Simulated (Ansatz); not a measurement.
# CaHBr (space group P4/nmm, No. 129; layered, stacked along the Cartesian z axis)

```cif
data_H2Br2Ca2
_chemical_formula_sum 'Ca2 H2 Br2'
_space_group_name_H-M_alt 'P 1'
_space_group_IT_number 1
_cell_length_a 3.83322
_cell_length_b 3.83322
_cell_length_c 8.23974
_cell_angle_alpha 90.000
_cell_angle_beta 90.000
_cell_angle_gamma 90.000
loop_
_space_group_symop_operation_xyz
  'x, y, z'
loop_
_atom_site_label
_atom_site_type_symbol
_atom_site_fract_x
_atom_site_fract_y
_atom_site_fract_z
_atom_site_occupancy
Ca1 Ca 0.00000 0.50000 0.15720 1
Ca2 Ca 0.50000 0.00000 0.84280 1
H1 H 0.50000 0.50000 0.00000 1
H2 H 0.00000 0.00000 0.00000 1
Br1 Br 0.00000 0.50000 0.68009 1
Br2 Br 0.50000 0.00000 0.31991 1
```

The values are results of r2SCAN (Ansatz, an electronic-structure program; PAW; 500 eV plane waves; no SOC), earlier PAW set, not measurements. Settings: 9×9×4 k-points, 0.05 eV Fermi–Dirac smearing.

```json
{
  "volume_per_atom": "20.18 Å³",
  "density": "3.32 g/cm³",
  "band_gap": "4.63 eV, direct at Z",
  "total_energy": "-1545.029 eV/atom (σ→0; compares only within this code and set-up)"
}
```

Whether these cells are dynamically stable was not tested. No dispersion term is included, though the crystal is made of layers, chains or molecules, so its spacings can come out too wide.
